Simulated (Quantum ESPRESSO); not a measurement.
Equation of state of cubic perovskite BaZrO3 (space group 221): energy against volume (Quantum ESPRESSO, PBE)

```xyz
5
Lattice="4.1155 0.0000 0.0000 0.0000 4.1155 0.0000 0.0000 0.0000 4.1155" Properties=species:S:1:pos:R:3 pbc="T T T"
Ba     0.0000     0.0000     0.0000
Zr     2.0577     2.0577     2.0577
O      2.0577     0.0000     2.0577
O      0.0000     2.0577     2.0577
O      2.0577     2.0577     0.0000
```

Computed with PBE, PSlibrary PAW (PBE) pseudopotentials (plane waves; Quantum ESPRESSO). Settings: ecutwfc = 72 Ry; ecutrho = 432 Ry; occupations = smearing; smearing = fermi-dirac; degauss = 0.000734986 Ry; K_POINTS = automatic 8 8 8 0 0 0; conv_thr = 1e-10 Ry; mixing_beta = 0.4. The cell above is the first row's. The rows scale it uniformly. In all rows fractional positions and the k mesh are held. E is the free energy at the stated smearing, counted from the lowest row.

```csv
V (Å^3/atom),E (meV/atom)
13.941,?
14.244,28.80
14.547,12.40
14.850,3.05
15.153,0.00
15.456,2.62
15.760,10.29
16.063,22.55
16.366,38.88
```

**Question.** Using the third-order Birch-Murnaghan form, a cubic in V^(-2/3), estimate the missing E at V = 13.941 from the other rows, showing the fit.

**Answer.** With u = V^(-2/3) - 0.162, the rows have u = 0.008181, 0.005810, 0.003519, 0.001306, -0.000836, -0.002915, -0.004922, -0.006867. Least squares gives E = 0.938 - 1494.34·u + 592380·u² + 794802·u³. Residuals (row less fit): 0.005, -0.008, 0.000, 0.001, 0.019, -0.018, 0.001, 0.004; standard error 0.014 (degrees of freedom: 4). Its minimum lies at u = 0.001258, so V0 = (0.163258)^(-3/2) = 15.16. There d²E/du² = 1191000 and d³E/du³ = 4769000, so B0 = (4/9) × 15.16^(-7/3) × 1191000 × 0.160218 = 149 GPa (the last factor turns the table's units into GPa), and B0' = 4 + (2/3) × 0.163258 × (4769000)/1191000 = 4.4. The program's pressures in the fitted runs (not shown) pass through zero at V = 15.14, 0.14 % from this V0. At the withheld row, u = 0.010638, so E = 0.938 - 1494.34 × 0.010638 + 592380 × 0.010638² + 794802 × 0.010638³ = 53.036 meV/atom. The calculation gives 53.05 meV/atom, 0.014 meV/atom above the prediction (under 0.05 % of the range of E in the table). The row lies outside the fitted rows, so this is an extrapolation. From the scatter of the fitted rows alone, a prediction at this place has a standard error of 0.042 meV/atom, so the miss is 0.3 times that.

Carrying the step between the two nearest rows on in a straight line would have given 45.20, off by 7.85; series whose last step already gives the withheld value aren't shown. The scan was laid around a cell of about the measured size, scaled by a guess for this functional. The runs keep the symmetry of the cell, so they don't test it for distortions. Spin-orbit coupling is off. Cutoffs and mesh are single choices, not tested for convergence of this quantity. Series with a scatter that would blur these digits, or in which a gap closes, are not shown. Nor are scans whose minimum lies at an end fitted in this form.
